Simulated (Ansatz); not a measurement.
# Worked example: self-consistent single point of Mo2N (I4_1/amd, 6 atoms in the cell) in Ansatz

Level of theory: LDA (PW92), default PAW files made with PBE (plane waves; Ansatz, a first-principles code).

The input file:

Ansatz 0.2 input:
```yaml
crystal:
  lattice:
    - [-2.13416800, 2.13416800, 3.98701500]
    - [2.13416800, -2.13416800, 3.98701500]
    - [2.13416800, 2.13416800, -3.98701500]
  atoms:
    - { symbol: Mo, position: [0.98696000, 0.48696000, 0.50000000] }
    - { symbol: Mo, position: [0.23696000, 0.23696000, 0.00000000] }
    - { symbol: Mo, position: [0.76304000, 0.76304000, 0.00000000] }
    - { symbol: Mo, position: [0.51304000, 0.01304000, 0.50000000] }
    - { symbol: N, position: [0.25000000, 0.75000000, 0.50000000] }
    - { symbol: N, position: [0.50000000, 0.50000000, 0.00000000] }
basis:
  ecutwfc: 420.0
kpoints:
  mp_grid: { grid: [9, 9, 9] }
hamiltonian:
  xc: lda
  pseudopotentials: { kind: paw }
scf:
  occupations: { method: gaussian, width: 0.1 }
output:
  forces: true
  eigenvalues: true
  stress: true
```

Output, abridged:

```
WARN ansatz: RAYON_NUM_THREADS=1 ignored (pool sized by the plan → 1); use --threads N
Pseudopotentials: kind: paw
Pseudopotential: Mo, paw, valence charge 14
Pseudopotential: N, paw, valence charge 5
Crystal: 6 atoms, lattice volume = 72.638 Å³
Basis set: ecut = 420 eV, 1389 PW (Γ)
Bands: 40, of which v1, the nominal top of the filled ones, is band 33 counted from 1 (32 counted from 0)
Symmetry: 16 space group operations
Space group: I41/amd (ITA 141), of the structure as read, at distance tolerance 4.2e-5 Å
k-points: 75 of 729
PAW frozen core: Mo, regenerated for the run's functional, and the local potential with it
PAW frozen core: N, regenerated for the run's functional, and the local potential with it
Initial density: superposition of atomic densities (neutral atoms: chi_scale 0, normalization atom), corrected by the library's trained network
Initial wavefunctions: pseudopotential atomic-orbital guess
Eigensolver: davidson
Functional: x = slater, c = lda
SCF iter   1: F=—  HF=-20121.729177 eV  |F-HF|=—  |Δ(HF+E_count)|=         —  Δρ=9.59e-3  dr2=4.00e-2  ethr=1.77e-3  ⟨swp⟩=5.2  Hψ=10805  notcnv=0
all-band conjugate gradients solve this SCF's bands
preconditioner: auto → Kerker (q_TF=auto, 2.685 Å⁻¹)
SCF iter   2: F=—  HF=-20121.723479 eV  |F-HF|=—  |Δ(HF+E_count)|=   5.70e-3  Δρ=4.74e-3  dr2=7.42e-3  ethr=6.06e-5  ⟨swp⟩=1.2  Hψ=3614  notcnv=0
SCF iter   3: F=—  HF=-20121.722338 eV  |F-HF|=—  |Δ(HF+E_count)|=   1.14e-3  Δρ=8.59e-4  dr2=2.67e-4  ethr=1.12e-5  ⟨swp⟩=2.0  Hψ=3667  notcnv=0
SCF iter   4: F=—  HF=-20121.722293 eV  |F-HF|=—  |Δ(HF+E_count)|=   4.53e-5  Δρ=1.36e-4  dr2=8.92e-6  ethr=4.05e-7  ⟨swp⟩=2.1  Hψ=3590  notcnv=0
SCF iter   5: F=—  HF=-20121.722290 eV  |F-HF|=—  |Δ(HF+E_count)|=   2.92e-6  Δρ=2.47e-5  dr2=3.72e-7  ethr=1.35e-8  ⟨swp⟩=2.3  Hψ=4223  notcnv=0
SCF iter   6: F=-20121.722290 eV  HF=-20121.722290 eV  |F-HF|=1.13e-8  |Δ(HF+E_count)|=   6.31e-8  Δρ=4.96e-6  dr2=2.18e-8  ethr=1.52e-10  ⟨swp⟩=7.6  Hψ=11017  notcnv=0
SCF 1 converged in 6 iterations: F = -20121.722290 eV  dr2 = 2.18e-8
SCF converged after 6 iterations
Free energy (F): -20121.722290 eV
Harris-Foulkes:  -20121.722290 eV  (|F-HF|=1.13e-8)
Internal energy: -20121.697503 eV  (E = F + TS)
E sigma→0 (E₀):  -20121.709896 eV
Entropy (-TS):   -0.024787 eV (-4.131 meV/atom)
Fermi energy:    20.487441 eV
--- Per-component energies (eV) ---
  E_band       = -185.503845
  E_kinetic    = 2028.534010
  E_local      = -3440.074340  (includes V_loc(G=0)·N_el)
  E_nonlocal   = 682.969611
  E_hartree    = 1119.381564
  E_xc         = -849.238396
  E_vxc        = -1067.476782  (∫ρ·V_xc dr)
  E_paw        = -12592.771564  (= ΣΔE_a)
  E_vpaw       = -628.218798  (= ΣTr[D̂ρ^β])
  E_aug_tail   = 0.000362  (compensation charges beyond the density's cutoff)
  E_ewald      = -7072.550103
  E_core_change = 2.051353  (= ΣΔE_core)
  E_smearing   = -0.024787  (= −TS)
  E_closure    = -0.000000  (closes the sum)
  Σ components = -20121.722290   (vs F -20121.722290, Δ=0.00e0)
--- Forces (eV/Å), atoms counted from 1 ---
  atom   1  Mo     0.00000000    -0.00000000     0.39231489
  atom   2  Mo     0.00000000    -0.00000000     0.39231489
  atom   3  Mo     0.00000000    -0.00000000    -0.39231489
  atom   4  Mo     0.00000000    -0.00000000    -0.39231489
  atom   5  N      0.00000000     0.00000000     0.00000000
  atom   6  N      0.00000000     0.00000000     0.00000000
  max |Σ_I F_I| component: 2.43e-17 eV/Å
--- Stress (GPa, compression-positive) ---
      -15.090438       0.000000       0.000000
        0.000000     -15.090438      -0.000000
        0.000000       0.000000     -14.868416
  P = ⅓ Tr σ = -15.0164 GPa (-150.164 kbar)
  The stress holds the Pulay correction. Without it, at fixed plane waves, as pw.x and ABINIT print it: P = -15.3410 GPa
--- Band table (eV; the first three rows and the last of 75) ---
  k-point 0: bands = ["-41.1282", "-40.9473", "-40.9336", "-40.8974", "-15.6942", "-15.4538", "-15.4538", "-15.4434", "-15.4434", "-15.2237", "-15.2057", "-15.0811", "-15.0811", "-14.8050", "-14.6018", "-14.6018", "3.2665", "3.8861", "13.6186", [...]
  k-point 1: bands = ["-41.1172", "-40.9510", "-40.9382", "-40.9001", "-15.6691", "-15.5412", "-15.5193", "-15.4076", "-15.4070", "-15.2355", "-15.1657", "-15.0532", "-15.0233", "-14.8268", "-14.6492", "-14.6054", "3.4291", "4.0156", "13.4985", [...]
  k-point 2: bands = ["-41.0868", "-40.9604", "-40.9500", "-40.9095", "-15.6839", "-15.6583", "-15.5929", "-15.3189", "-15.3160", "-15.2960", "-15.1309", "-14.9818", "-14.9190", "-14.8816", "-14.7380", "-14.6157", "3.8660", "4.3560", "13.0702", [...]
  k-point 74: bands = ["-41.0203", "-41.0192", "-40.9377", "-40.9313", "-15.6933", "-15.6891", "-15.3613", "-15.3256", "-15.2602", "-15.2190", "-15.1941", "-15.1565", "-14.9468", "-14.9054", "-14.6722", "-14.6700", "3.6969", "3.7066", "13.7627", [...]
```

The run converged in 6 iterations.

The starting cell comes from a database of computed structures (which also holds hypothetical and non-ambient phases and stackings), without a prior relaxation at this level. Its lattice was rescaled by up to half a per cent. Spin polarisation is off. With a pressure of about -15 GPa the cell is away from its equilibrium volume at this level. Ansatz's pressure includes its estimate of the finite-basis (Pulay) stress.
